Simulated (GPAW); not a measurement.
Worked example: self-consistent single point of Hf2SbP (P6_3/mmc, 8 atoms in the cell) in GPAW

Computed with LDA (Perdew-Wang 92), GPAW PAW datasets LDA (gpaw-data 1.0.1) (plane waves; GPAW).

The input file:

```python
from ase import Atoms
from ase.units import GPa
from gpaw import GPAW, PW, FermiDirac

atoms = Atoms(['Hf', 'Hf', 'Hf', 'Hf', 'Sb', 'Sb', 'P', 'P'],
              cell=[[3.839656, 0.000000, 0.000000],
                    [-1.919828, 3.325240, 0.000000],
                    [0.000000, 0.000000, 13.210891]],
              scaled_positions=[[0.666667, 0.333333, 0.897740],
                                [0.333333, 0.666667, 0.102260],
                                [0.333333, 0.666667, 0.397740],
                                [0.666667, 0.333333, 0.602260],
                                [0.333333, 0.666667, 0.750000],
                                [0.666667, 0.333333, 0.250000],
                                [0.000000, 0.000000, 0.000000],
                                [0.000000, 0.000000, 0.500000]],
              pbc=True)

calc = GPAW(mode=PW(550),
            xc='LDA',
            kpts={'size': (5, 5, 2), 'gamma': True},
            occupations=FermiDirac(0.1),
            nbands=-12,
            symmetry={'symmorphic': False, 'tolerance': 0.0005},
            maxiter=120)

atoms.calc = calc

energy = atoms.get_potential_energy()
print('Energy (eV):', round(energy, 6))
forces = atoms.get_forces()
print('Forces (eV/Ang):')
print(forces.round(5))
stress = atoms.get_stress()
print('Stress (GPa, Voigt):', (stress / GPa).round(4))
```

Output (repeated stretches shortened):

```
Input parameters:
  kpts: {gamma: True,
         size: (5, 5, 2)}
  maxiter: 120
  mode: {ecut: 550.0,
         name: pw}
  nbands: -12
  occupations: {fixmagmom: False,
                name: fermi-dirac,
                width: 0.1}
  symmetry: {symmorphic: False,
             tolerance: 0.0005}

species:
  Hf:
    name: Hafnium
    Z: 72.0
    valence: 12
    core: 60
    charge: 0.0
    file: Hf.LDA.gz

    # Using partial waves for Hf as LCAO basis

  Sb:
    name: Antimony
    Z: 51.0
    valence: 15
    core: 36
    charge: 0.0
    file: Sb.LDA.gz

    # Using partial waves for Sb as LCAO basis

  P:
    name: Phosphorus
    Z: 15.0
    valence: 5
    core: 10
    charge: 0.0
    file: P.LDA.gz

    # Using partial waves for P as LCAO basis

Reference energy: -2009375.398180  # eV

Spin-paired calculation

Convergence criteria:
 Maximum [total energy] change in last 3 cyles: 0.0005 eV / valence electron
 Maximum integral of absolute [dens]ity change: 0.0001 electrons / valence electron
 Maximum integral of absolute [eigenst]ate change: 4e-08 eV^2 / valence electron
 Maximum number of scf [iter]ations: 120

Symmetries present (total): 24
Symmetries with fractional translations: 12
50 k-points: 5 x 5 x 2 Monkhorst-Pack grid + [0.000000,0.000000,1/4]
10 k-points in the irreducible part of the Brillouin zone
       k-points in crystal coordinates                weights
   0:     0.00000000    0.00000000    0.00000000          1/50
   1:     0.00000000    0.00000000    0.50000000          1/50
   2:     0.20000000    0.00000000    0.00000000          6/50
   [... 7 lines left out ...]

Wave functions: Plane wave expansion
  Cutoff energy: 550.000 eV
  Number of coefficients (min, max): 4918, 4982
  Pulay-stress correction: 0.000000 eV/Ang^3 (de/decut=0.000000)

Occupation numbers: Fermi-Dirac:
  width: 0.1000  # eV

Eigensolver

Densities:
  Coarse grid: 21*21*72 grid
  Fine grid: 42*42*144 grid
  Total Charge: 0.000000

Density mixing:
  Method: separate
  Backend: pulay
  Linear mixing parameter: 0.05
  old densities: 5
  Damping of long wavelength oscillations: 50

Hamiltonian:
  XC and Coulomb potentials evaluated on a 42*42*144 grid
  External potential:
    NoExternalPotential

Number of atoms: 8
Number of atomic orbitals: 78
Number of bands in calculation: 56
Number of valence electrons: 88
Bands to converge: occupied

Density initialized from atomic densities
  56 bands from LCAO basis set

Atomic positions and initial magnetic moments

Positions:
   0 Hf     1.919830    1.108412   11.859945    ( 0.0000,  0.0000,  0.0000)
   1 Hf    -0.000002    2.216828    1.350946    ( 0.0000,  0.0000,  0.0000)
   2 Hf    -0.000002    2.216828    5.254500    ( 0.0000,  0.0000,  0.0000)
   3 Hf     1.919830    1.108412    7.956391    ( 0.0000,  0.0000,  0.0000)
   4 Sb    -0.000002    2.216828    9.908168    ( 0.0000,  0.0000,  0.0000)
   5 Sb     1.919830    1.108412    3.302723    ( 0.0000,  0.0000,  0.0000)
   6 P      0.000000    0.000000    0.000000    ( 0.0000,  0.0000,  0.0000)
   7 P      0.000000    0.000000    6.605446    ( 0.0000,  0.0000,  0.0000)

Unit cell:
           periodic     x           y           z      points  spacing
  1. axis:    yes    3.839656    0.000000    0.000000    21     0.1583
  2. axis:    yes   -1.919828    3.325240    0.000000    21     0.1583
  3. axis:    yes    0.000000    0.000000   13.210891    72     0.1835

  Lengths:   3.839656   3.839656  13.210891
  Angles:   90.000000  90.000000 119.999997

Effective grid spacing dv^(1/3) = 0.1745

     iter     time        total  log10-change:
                         energy   eigst   dens
iter:   1 --:--:--   -64.768530
iter:   2 --:--:--   -64.794160   -0.40  -1.32
iter:   3 --:--:--   -63.981967   -0.46  -1.34
iter:   4 --:--:--   -63.937220   -1.99  -1.71
iter:   5 --:--:--   -64.615945   -0.95  -1.66
iter:   6 --:--:--   -64.056119   -0.83  -1.55
iter:   7 --:--:--   -64.015064   -1.87  -2.13
iter:   8 --:--:--   -63.976944   -3.11  -2.27
iter:   9 --:--:--   -63.963598   -2.76  -2.48
iter:  10 --:--:--   -63.965839c  -2.33  -2.67
iter:  11 --:--:--   -63.959949c  -3.10  -2.70
iter:  12 --:--:--   -63.959175c  -4.72  -3.02
iter:  13 --:--:--   -63.959201c  -3.44  -3.15
iter:  14 --:--:--   -63.959097c  -4.54  -3.29
iter:  15 --:--:--   -63.959086c  -5.11  -3.29
   [... 4 lines left out ...]
iter:  20 --:--:--   -63.958589c  -4.49  -3.53
iter:  21 --:--:--   -63.958761c  -4.83  -3.66
iter:  22 --:--:--   -63.958548c  -4.83  -3.49
iter:  23 --:--:--   -63.958568c  -4.71  -3.89
iter:  24 --:--:--   -63.958565c  -6.17  -3.91
iter:  25 --:--:--   -63.958557c  -6.27  -4.02c
iter:  26 --:--:--   -63.958559c  -6.05  -4.20c
iter:  27 --:--:--   -63.958560c  -7.36  -4.36c
iter:  28 --:--:--   -63.958558c  -6.56  -4.48c
iter:  29 --:--:--   -63.958558c  -7.13  -4.41c
iter:  30 --:--:--   -63.958562c  -7.41c -4.60c

Converged after 30 iterations.

Dipole moment: (-0.000000, 0.000000, -0.000000) |e|*Ang

Energy contributions relative to reference atoms: (reference = -2009375.398180)

Kinetic:         +8.090665
Potential:      -10.000217
External:        +0.000000
XC:             -60.450916
Entropy (-ST):   -0.073324
Local:           -1.561433
SIC:             +0.000000
--------------------------
Free energy:    -63.995224
Extrapolated:   -63.958562

Showing only first 2 kpts
 Kpt  Band  Eigenvalues  Occupancy
  0    42      9.06155    1.42423
  0    43      9.10823    1.21602
  0    44      9.10823    1.21601
  0    45     10.02473    0.00032

  1    42      9.22197    0.66431
  1    43      9.22197    0.66431
  1    44      9.22200    0.66418
  1    45      9.22200    0.66418

Fermi level: 9.15212

No gap
No difference between direct/indirect transitions
Energy (eV): -63.958562

Forces in eV/Ang:
  0 Hf    0.00000   -0.00000    0.12399
  1 Hf    0.00000    0.00000   -0.12399
  2 Hf    0.00000    0.00000    0.12399
  3 Hf    0.00000   -0.00000   -0.12399
  4 Sb    0.00000    0.00000    0.00000
  5 Sb    0.00000   -0.00000    0.00000
  6 P    -0.00000    0.00000    0.00000
  7 P    -0.00000   -0.00000    0.00000

Stress tensor:
     0.056194     0.000000     0.000000
     0.000000     0.056194     0.000000
     0.000000    -0.000000     0.056199
Stress (GPa, Voigt): [9.0033 9.0033 9.0041 0.     0.     0.    ]
```

The run converged in 30 iterations. GPAW prints stress with tension positive.

The starting cell comes from a database of computed structures (which also holds hypothetical and non-ambient phases and stackings), without a prior relaxation at this level. Its lattice was rescaled by a random factor within 2.5 % of one. Spin-orbit coupling is off. With a pressure of about -9 GPa the cell is away from its equilibrium volume at this level.

Cost on one core of a shared machine: roughly 4 min.
